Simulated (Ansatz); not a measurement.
The parent structure is ZnCu₂SnS₄ (space group I-4, No. 82; a = 5.317 Å, c = 10.643 Å). Axes: x, y, z lie along a, b, c of the conventional cell.

One thing is altered: a pure shear with ε_xz = ε_zx = 0.0120; the atoms relax in the strained cell.

The values are results of LDA in Ansatz (plane waves to 420 eV, PAW, spin-orbit coupling left out), not measurements.

Question: Give the band edges at the high-symmetry points of the new zone, measured from its valence-band maximum.

Answer: 
| point | valence edge (eV) | conduction edge (eV) |
|---|---|---|
| Γ | 0.00 | 0.11 |
| X | -0.61 | 1.58 |
| Y | -0.66 | 1.56 |
| Z | -1.08 | 1.10 |
| R₂ | -0.50 | 0.47 |
| T₂ | -0.66 | 1.57 |
| U₂ | -0.70 | 1.55 |
| V₂ | -0.50 | 0.47 |

The gap is 0.11 eV, direct at Γ.

No phonon test of stability was made. All final runs are without spin polarisation. A zero or small gap of ZnCu2SnS4 can be the functional's error rather than a property of the material. k-point labels follow each cell's own Brillouin zone.

Ansatz is an electronic-structure program.
